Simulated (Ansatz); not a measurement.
Consider MgB2 (space group P6/mmm, No. 191; a = 3.0687 Å, c = 3.5118 Å; relaxed with 0.1 eV smearing). Axes: x lies along a and z along c of the hexagonal cell.

Level of theory: Ansatz (a quantum-chemistry and plane-wave program), r2SCAN, PAW, cutoff 500 eV, no spin-orbit coupling.

Base values:

Volume per atom: 9.55 Å³

Now apply this change: uniaxial stress, 5 GPa compression along z, with the cell and atoms free to relax against it.

Question: Estimate the effect on the energy relative to the base.

Answer: The energy increases by 2.6 meV/atom.

Question: Predict the new mean lateral Poisson ratio.

Answer: The mean lateral Poisson ratio amounts to 0.07.

Question: Estimate the effect on the volume per atom.

Answer: The volume per atom drops by 0.144 Å³, from 9.55 Å³ to 9.40 Å³.

Load acts through the strain it causes; cell and atoms are relaxed under it. Beyond what the load breaks, stability against distortions was not tested. The final runs are not spin-polarised.
